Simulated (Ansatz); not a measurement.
Consider the formation energy of In_Al in Al (fcc, Fm-3m). Reaction: 63 Al (fcc) + In (I4/mmm) → cell A.

Cell A: a supercell of 64 sites of Al (fcc, Fm-3m) with In on an Al site (12 Al at 2.93 Å); spin state with PBE: run without spin, k-point mesh 4×4×4.
```yaml
crystal:
  lattice:
    - [11.42845, 0.00000, 0.00000]
    - [5.71423, 9.89733, 0.00000]
    - [5.71423, 3.29911, 9.33129]
  atoms:
    - { symbol: Al, position: [0.00000, 0.00000, 0.00000] }
    - { symbol: Al, position: [0.00000, 0.00000, 0.25009] }
    - { symbol: Al, position: [0.00000, 0.00000, 0.50000] }
    - { symbol: Al, position: [0.00000, 0.00000, 0.74991] }
    - { symbol: Al, position: [0.00000, 0.25009, 0.00000] }
    - { symbol: Al, position: [0.00116, 0.24955, 0.24955] }
    - { symbol: Al, position: [0.00116, 0.24955, 0.49973] }
    - { symbol: Al, position: [0.00000, 0.25009, 0.74991] }
    - { symbol: Al, position: [0.00000, 0.50000, 0.00000] }
    - { symbol: Al, position: [0.00116, 0.49973, 0.24955] }
    - { symbol: Al, position: [0.00000, 0.50000, 0.50000] }
    - { symbol: Al, position: [0.99884, 0.50027, 0.75045] }
    - { symbol: Al, position: [0.00000, 0.74991, 0.00000] }
    - { symbol: Al, position: [0.00000, 0.74991, 0.25009] }
    - { symbol: Al, position: [0.99884, 0.75045, 0.50027] }
    - { symbol: Al, position: [0.99884, 0.75045, 0.75045] }
    - { symbol: Al, position: [0.25009, 0.00000, 0.00000] }
    - { symbol: Al, position: [0.24955, 0.00116, 0.24955] }
    - { symbol: Al, position: [0.24955, 0.00116, 0.49973] }
    - { symbol: Al, position: [0.25009, 0.00000, 0.74991] }
    - { symbol: Al, position: [0.24955, 0.24955, 0.00116] }
    - { symbol: Al, position: [0.25000, 0.25000, 0.25000] }
    - { symbol: Al, position: [0.24955, 0.24955, 0.49973] }
    - { symbol: Al, position: [0.25012, 0.25012, 0.74988] }
    - { symbol: Al, position: [0.24955, 0.49973, 0.00116] }
    - { symbol: Al, position: [0.24955, 0.49973, 0.24955] }
    - { symbol: Al, position: [0.24379, 0.50000, 0.50000] }
    - { symbol: Al, position: [0.24379, 0.50000, 0.75621] }
    - { symbol: Al, position: [0.25009, 0.74991, 0.00000] }
    - { symbol: Al, position: [0.25012, 0.74988, 0.25012] }
    - { symbol: Al, position: [0.24379, 0.75621, 0.50000] }
    - { symbol: Al, position: [0.25012, 0.74988, 0.74988] }
    - { symbol: Al, position: [0.50000, 0.00000, 0.00000] }
    - { symbol: Al, position: [0.49973, 0.00116, 0.24955] }
    - { symbol: Al, position: [0.50000, 0.00000, 0.50000] }
    - { symbol: Al, position: [0.50027, 0.99884, 0.75045] }
    - { symbol: Al, position: [0.49973, 0.24955, 0.00116] }
    - { symbol: Al, position: [0.49973, 0.24955, 0.24955] }
    - { symbol: Al, position: [0.50000, 0.24379, 0.50000] }
    - { symbol: Al, position: [0.50000, 0.24379, 0.75621] }
    - { symbol: Al, position: [0.50000, 0.50000, 0.00000] }
    - { symbol: Al, position: [0.50000, 0.50000, 0.24379] }
    - { symbol: In, position: [0.50000, 0.50000, 0.50000] }
    - { symbol: Al, position: [0.50000, 0.50000, 0.75621] }
    - { symbol: Al, position: [0.50027, 0.75045, 0.99884] }
    - { symbol: Al, position: [0.50000, 0.75621, 0.24379] }
    - { symbol: Al, position: [0.50000, 0.75621, 0.50000] }
    - { symbol: Al, position: [0.50027, 0.75045, 0.75045] }
    - { symbol: Al, position: [0.74991, 0.00000, 0.00000] }
    - { symbol: Al, position: [0.74991, 0.00000, 0.25009] }
    - { symbol: Al, position: [0.75045, 0.99884, 0.50027] }
    - { symbol: Al, position: [0.75045, 0.99884, 0.75045] }
    - { symbol: Al, position: [0.74991, 0.25009, 0.00000] }
    - { symbol: Al, position: [0.74988, 0.25012, 0.25012] }
    - { symbol: Al, position: [0.75621, 0.24379, 0.50000] }
    - { symbol: Al, position: [0.74988, 0.25012, 0.74988] }
    - { symbol: Al, position: [0.75045, 0.50027, 0.99884] }
    - { symbol: Al, position: [0.75621, 0.50000, 0.24379] }
    - { symbol: Al, position: [0.75621, 0.50000, 0.50000] }
    - { symbol: Al, position: [0.75045, 0.50027, 0.75045] }
    - { symbol: Al, position: [0.75045, 0.75045, 0.99884] }
    - { symbol: Al, position: [0.74988, 0.74988, 0.25012] }
    - { symbol: Al, position: [0.75045, 0.75045, 0.50027] }
    - { symbol: Al, position: [0.75000, 0.75000, 0.75000] }
```

Reference: Al (fcc, Fm-3m), 64 atoms in the cell, the relaxed perfect crystal repeated, atoms not moved again, k-point mesh 4×4×4 on the run's own vectors.

Reference: In (I4/mmm), 1 atom in the cell, k-point mesh 24×24×24 on the run's own vectors. Conventional cell: a = b = 3.4180 Å, c = 4.7125 Å, α = β = γ = 90.00°.

All numbers come from Ansatz (a first-principles code), plane waves with PAW, its PAW set soft_1, cutoff 420 eV, 500 eV for r2SCAN. The structures are at rest with PBE, within the held lattices; other levels are single points on them. Neutral cells; Fermi-Dirac smearing of at most 0.10 eV in the solids, energies taken to zero width. The lattices are those relaxed with PBE, so at other levels the solids can be strained, which adds to the spread. Larger cells are relaxed from a start prepared with the learned potential CHGNet, on a coarser mesh till forces fall under 0.03 eV/Å, which some starts already meet. A dispersion term (D3(BJ), or D4 for r2SCAN) was computed beside these levels and is taken off wherever the name lacks it. Space groups of crystals are read within 0.01 Å. Static lattices, no vibrational contributions. The structures are the rest points that the relaxations reached, not proven lowest. The runs are scalar-relativistic, without spin-orbit coupling. No correction for cell size. Mesh and cell size may move defect energies by 0.1 eV or more. Cell A has symmetry Fm-3m within 0.02 Å and got no random move, so less symmetric positions, which may lie lower, weren't tried.

Task: Give the value at the level PBE.

Result: 0.82 eV, for 63 Al (fcc) + In (I4/mmm) → cell A.

Task: How does the value move with the functional?

Result: 
```json
[
 {"Functional": "r2SCAN", "value (eV)": "0.70", "less PBE": "-0.12"}
]
```

The levels shown span 0.12 eV, from r2SCAN (0.70) to PBE (0.82).
